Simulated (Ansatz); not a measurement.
The parent structure is HfC in the rock salt structure (space group Fm-3m, No. 225; a = 4.607 Å; relaxed with 0.1 eV smearing). Axes: x, y, z lie along the cube axes.

Structures relaxed with Kohn–Sham DFT with the PBEsol functional, run in Ansatz (a program for electronic structure) with PAW and 420 eV plane waves, no spin-orbit coupling.

Base:

Simulated powder pattern, Co Kα, λ = 1.79026 Å (kinematic, ideal powder, no thermal factors, no anomalous dispersion; the 8 strongest lines at most, above 2 %, up to 2θ = 90°):

| 2θ (°) | I/Imax (%) | hkl |
|---|---|---|
| 39.33 | 100 | (111) |
| 45.73 | 63 | (200) |
| 66.67 | 43 | (220) |
| 80.24 | 45 | (311) |
| 84.61 | 16 | (222) |

One thing is altered: tensile biaxial strain of 3.00 % in the plane normal to [001], as in epitaxy on a mismatched substrate; the out-of-plane cell vector and the atoms relax.

**Question.** How do the reflections move or split?

**Answer.** 
Simulated powder pattern, Co Kα, λ = 1.79026 Å (kinematic, ideal powder, no thermal factors, no anomalous dispersion; the 8 strongest lines at most, above 2 %, up to 2θ = 90°):

| 2θ (°) | I/Imax (%) | hkl |
|---|---|---|
| 38.69 | 100 | (111) |
| 44.33 | 44 | (200) |
| 46.27 | 20 | (002) |
| 64.49 | 15 | (220) |
| 66.01 | 28 | (202) |
| 77.81 | 31 | (311) |
| 80.61 | 14 | (113) |
| 82.99 | 16 | (222) |

The indices refer to the base's conventional cell; one index is shown for lines that coincide. The space group is now I4/mmm (No. 139).

Stability against distortions was not tested. All final runs are without spin polarisation.
